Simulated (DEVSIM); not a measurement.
Device: Pd/SiON/p-InP capacitor, at 300 K.

```
layer (left to right)  material  thickness (nm)  Na (cm⁻³)
---------------------  --------  --------------  ---------
1                          SiON            29.0          -
2                           InP            2900     4.6e16
```

Metal gate on the left, work function 5.2 eV. Fixed charge at the semiconductor interface 3.4e10 cm⁻² (in units of +e); no interface traps.

This is a model device: material constants are rounded textbook-type values typed into the input, and sizes, dopings and lifetimes were drawn at random. Values at 300 K.

| parameter | SiON | InP |
|---|---|---|
| gap (eV) | 7 | 1.344 |
| affinity (eV) | 1.4 | 4.38 |
| permittivity | 5.5 | 12.5 |
| Nc (cm⁻³) | - | 5.7e17 |
| Nv (cm⁻³) | - | 1.1e19 |

Simulated with DEVSIM: 1D Poisson equation in equilibrium, Boltzmann statistics, complete ionisation; no quantum confinement or tunnelling. Metal contacts follow the ideal Schottky-Mott rule: no Fermi-level pinning, no interface dipoles.

### Question
Tabulate band edges, carrier densities and field at 0.6 V on the gate.

### Answer
Energies count from the Fermi level of the right contact; mesh points crowd at the junctions.

```csv
x (μm),Ec (eV),Ev (eV),n (cm⁻³),p (cm⁻³),field (V/cm)
0.000,3.200,-3.800,< 1e2,< 1e2,170000
0.001490,3.225,-3.775,< 1e2,< 1e2,170000
0.004925,3.283,-3.717,< 1e2,< 1e2,170000
0.01222,3.406,-3.594,< 1e2,< 1e2,170000
0.02367,3.599,-3.401,< 1e2,< 1e2,170000
0.02733,3.660,-3.340,< 1e2,< 1e2,170000
0.02892,3.687,-3.313,< 1e2,< 1e2,170000
0.03116,0.725,-0.619,380000,4.4e8,78000
0.03584,0.761,-0.583,95000,1.7e9,74000
0.04651,0.836,-0.508,5100,3.2e10,67000
0.07288,0.991,-0.353,< 1e2,1.3e13,50000
0.1703,1.197,-0.147,< 1e2,3.8e16,2600
0.3602,1.202,-0.142,< 1e2,4.6e16,≈ 0
0.8297,1.202,-0.142,< 1e2,4.6e16,≈ 0
2.086,1.202,-0.142,< 1e2,4.6e16,≈ 0
2.568,1.202,-0.142,< 1e2,4.6e16,≈ 0
2.780,1.202,-0.142,< 1e2,4.6e16,≈ 0
2.866,1.202,-0.142,< 1e2,4.6e16,≈ 0
2.910,1.202,-0.142,< 1e2,4.6e16,≈ 0
2.922,1.202,-0.142,< 1e2,4.6e16,≈ 0
2.926,1.202,-0.142,< 1e2,4.6e16,≈ 0
2.929,1.202,-0.142,< 1e2,4.6e16,≈ 0
```
